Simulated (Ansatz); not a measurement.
Relaxed 24-atom cells of (Ti,Zr)Si2 in the ZrSi2 (C49) type type, of low symmetry and near-random order, with the end members in the same type and cell. The ZrSi2 (C49) type type need not be the stable form of every end member, so that mixing against the stable forms can cost more. Here −b is the interaction parameter Ω of a regular solution. Left out are ordered and sheared cells and those that changed their type; one cell stands for each fraction.

All values below come from PBE (plane waves to 420 eV, PAW; Ansatz, a first-principles code). No spin–orbit coupling; the runs are not spin-polarised.

```json
[
 {"cell": "TiSi2", "fraction of Zr": "0", "mixing enthalpy (meV a mixed site)": "0"},
 {"cell": "Ti7ZrSi16", "fraction of Zr": "0.1250", "mixing enthalpy (meV a mixed site)": "withheld"},
 {"cell": "Ti3ZrSi8", "fraction of Zr": "0.2500", "mixing enthalpy (meV a mixed site)": "49"},
 {"cell": "TiZr7Si16", "fraction of Zr": "0.8750", "mixing enthalpy (meV a mixed site)": "28"},
 {"cell": "ZrSi2", "fraction of Zr": "1", "mixing enthalpy (meV a mixed site)": "0"}
]
```

### Question
Fit y = y0 + (y1 − y0) x − b x (1 − x), with y0 and y1 the end rows to the rows shown by least squares, with x the second column and y the third, and predict the withheld row.

### Answer
The fit gives b = -260, with a root-mean-square miss of 0.3 on the rows shown. At x = 0.1250 it predicts 28; the run gives 31, a miss of -3.
